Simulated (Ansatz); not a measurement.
InP (F-43m): ε∞ = 11.64, static ε₀ = 14.32, effective LO energy 41.8 meV, hole mass 0.604 mₑ (band masses from PBE with spin-orbit coupling, rigid bands run with Ansatz, an electronic-structure program, cell and atoms relaxed with PBE; dielectric constants and zone-centre modes from LDA run with Ansatz on its own relaxed cell).

Q: Work out the Fröhlich coupling α = (1/ε∞ − 1/ε₀) √(m Ry/ħω_LO) and what it means for transport at 300 K.

A: 1/ε∞ − 1/ε₀ = 0.0161 and √(m × 13.606 eV/ħω) = 14.0, so α = 0.226; in weak coupling the polaron mass is about m(1 + α/6). By the iterated Boltzmann equation for weak coupling, the polar-phonon-limited mobility is 380 cm²/(V·s) at 300 K (1030 at 200 K, 240 at 400 K).

Model: isotropic Fröhlich coupling of one parabolic band to one effective longitudinal optical (LO) phonon, from the dielectric constants and phonon modes at the zone centre, chosen so that α equals the sum over the polar modes. Acoustic, nonpolar, intervalley and impurity scattering are left out, and they lower the mobility further; with several valleys or bands the averaged mass is a rough stand-in. Semilocal functionals tend to overestimate ε∞, which makes α low and the mobility high.
